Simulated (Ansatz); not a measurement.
For PbS (model structure, P6₃/mmc, No. 194, 4 atoms in the cell), LDA (PAW; Ansatz, a first-principles code) gives:

```
Property                    Value
-------------------  ------------
lattice constant a        4.024 Å
lattice parameter c       7.213 Å
bulk modulus             60.7 GPa
cohesive energy      4.30 eV/atom
band gap                  0.00 eV
```

**Question.** What does r²SCAN (Ansatz, plane waves, PAW) give for the same quantities?

**Answer.** 
- lattice constant a: 4.123 Å (goes up by 2.5 %)
- lattice parameter c: 7.332 Å (grows by 1.6 %)
- bulk modulus: 55.3 GPa (falls by 8.9 %)
- cohesive energy: 3.49 eV/atom (decreases by 0.81 eV/atom)
- band gap: 0.24 eV (increases by 0.24 eV)

Changes are worked out from the printed values.

Unless a cell is named, each level is at its own relaxed cell (LDA 25.29, r²SCAN 26.99 Å³/atom).

Levels without +SOC leave out spin–orbit coupling, which shifts energies and cells of such heavy elements.

Levels without +SOC have no spin–orbit coupling; where heavier elements are present it shifts gaps, mostly down, and can invert bands. A gap of zero means that the bands touch or overlap. Density-functional gaps are differences of (generalised) Kohn–Sham levels.

Caveats: the bulk modulus is −V dP/dV from two relaxed cells at ±2 % in volume (LDA, r²SCAN). Ansatz's density-functional and Hartree–Fock values are scalar-relativistic unless marked +SOC, with PAW data made under PBE.

A model structure was made by putting elements into a prototype or built by hand; it is no filed structure, need not be a known phase, and can be a saddle point held by its symmetry.
